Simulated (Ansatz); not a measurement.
Base system: CdTe in the zinc blende structure (space group F-43m, No. 216).

```
CELL_PARAMETERS angstrom
      0.00000     3.30902     3.30902
      3.30902     0.00000     3.30902
      3.30902     3.30902     0.00000
ATOMIC_POSITIONS crystal
  Te 0.75000 0.75000 0.75000
  Cd 0.00000 0.00000 0.00000
```

Cartesian axes are those of the cell as printed.

The values are results of Ansatz (a quantum-chemistry and plane-wave program), PBE, PAW, cutoff 420 eV, spin-orbit coupling left out, not measurements.

The change: the cell is scaled by 1.0187 in all directions; the atoms relax in the strained cell.

Predict the stress tensor and what it implies for the stiffness.

Stress of the strained cell less that of the base (GPa, compression positive):
```
  -1.71    0.00    0.00
   0.00   -1.71    0.00
   0.00    0.00   -1.71
```

Then B = −ΔP/(ΔV/V₀) with ΔV/V₀ = 0.0572 gives secant stiffness values (nonlinear terms included at this strain): B ≈ 30 GPa.

As a check, the harmonic strain energy −½ V₀ Δσ:ε is 11 meV/atom; the computed energy rise is 12 meV/atom.

Whether these cells are dynamically stable was not tested.
